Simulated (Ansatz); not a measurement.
Results of r²SCAN-D4 in Ansatz (plane waves, PAW) for AlH3 (Fd-3m, No. 227; cell taken from a computed entry).

Run with plane-wave cutoff 500 eV, 8×8×8 k mesh, gaussian smearing 0.02 eV, scalar-relativistic PAW data made under PBE.

Cell (relaxed at this level):

```yaml
crystal:
  lattice:
    - [0.00000, 4.48572, 4.48572]
    - [4.48572, 0.00000, 4.48572]
    - [4.48572, 4.48572, 0.00000]
  atoms:
    - { symbol: Al, position: [0.62500, 0.12500, 0.12500] }
    - { symbol: Al, position: [0.12500, 0.12500, 0.62500] }
    - { symbol: Al, position: [0.12500, 0.62500, 0.12500] }
    - { symbol: Al, position: [0.12500, 0.12500, 0.12500] }
    - { symbol: H, position: [0.80509, 0.80509, 0.19491] }
    - { symbol: H, position: [0.05509, 0.05509, 0.44491] }
    - { symbol: H, position: [0.19491, 0.19491, 0.80509] }
    - { symbol: H, position: [0.44491, 0.44491, 0.05509] }
    - { symbol: H, position: [0.19491, 0.80509, 0.80509] }
    - { symbol: H, position: [0.44491, 0.05509, 0.05509] }
    - { symbol: H, position: [0.80509, 0.19491, 0.19491] }
    - { symbol: H, position: [0.05509, 0.44491, 0.44491] }
    - { symbol: H, position: [0.80509, 0.19491, 0.80509] }
    - { symbol: H, position: [0.05509, 0.44491, 0.05509] }
    - { symbol: H, position: [0.19491, 0.80509, 0.19491] }
    - { symbol: H, position: [0.44491, 0.05509, 0.44491] }
```

Problem. Estimate the band gap that the calculation returns.

Solution. 
band gap: 3.88 eV (on the SCF k mesh)

Note: the relaxation could not lower the start's symmetry, so the cell can be a saddle point above a distorted one.

It cost about 50 core-seconds (a rough figure) of CPU time.

Ansatz is a first-principles code.
